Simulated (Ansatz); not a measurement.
Take GaN in the zinc blende structure (space group F-43m, No. 216; a = 4.498 Å) as the base. Axes: x, y, z lie along the cube axes.

Structures relaxed with PBEsol (Ansatz, an electronic-structure program; PAW; 420 eV plane waves; without spin-orbit coupling).

Base:

Simulated powder pattern, Cu Kα1, λ = 1.54056 Å (kinematic, ideal powder, no thermal factors, no anomalous dispersion; the 8 strongest lines at most, above 2 %, up to 2θ = 90°):

```json
[
 {"2θ (°)": "34.51", "I/Imax (%)": "100", "hkl": "(111)"},
 {"2θ (°)": "40.06", "I/Imax (%)": "33", "hkl": "(200)"},
 {"2θ (°)": "57.94", "I/Imax (%)": "41", "hkl": "(220)"},
 {"2θ (°)": "69.22", "I/Imax (%)": "37", "hkl": "(311)"},
 {"2θ (°)": "72.77", "I/Imax (%)": "7.7", "hkl": "(222)"},
 {"2θ (°)": "86.47", "I/Imax (%)": "6.1", "hkl": "(400)"}
]
```

After one change:

Simulated powder pattern, Cu Kα1, λ = 1.54056 Å (kinematic, ideal powder, no thermal factors, no anomalous dispersion; the 8 strongest lines at most, above 2 %, up to 2θ = 90°):

```json
[
 {"2θ (°)": "34.17", "I/Imax (%)": "100"},
 {"2θ (°)": "38.84", "I/Imax (%)": "11"},
 {"2θ (°)": "40.06", "I/Imax (%)": "21"},
 {"2θ (°)": "57.03", "I/Imax (%)": "28"},
 {"2θ (°)": "57.94", "I/Imax (%)": "13"},
 {"2θ (°)": "67.35", "I/Imax (%)": "13"},
 {"2θ (°)": "69.01", "I/Imax (%)": "24"},
 {"2θ (°)": "71.96", "I/Imax (%)": "7.8"}
]
```

Task: Which change produced these results?
A) uniaxial strain ε_zz = +2.00 %
B) uniaxial strain ε_zz = −2.50 %
C) uniaxial strain ε_zz = +3.00 %
D) uniaxial strain ε_zz = −1.50 %

Result: C, uniaxial strain ε_zz = +3.00 %. Its volume per atom is 11.72 Å³ against 11.38 Å³, and its space group is I-4m2 (No. 119).

Stability against distortions was not tested. This is not the structure that GaN has at room temperature and ambient pressure.
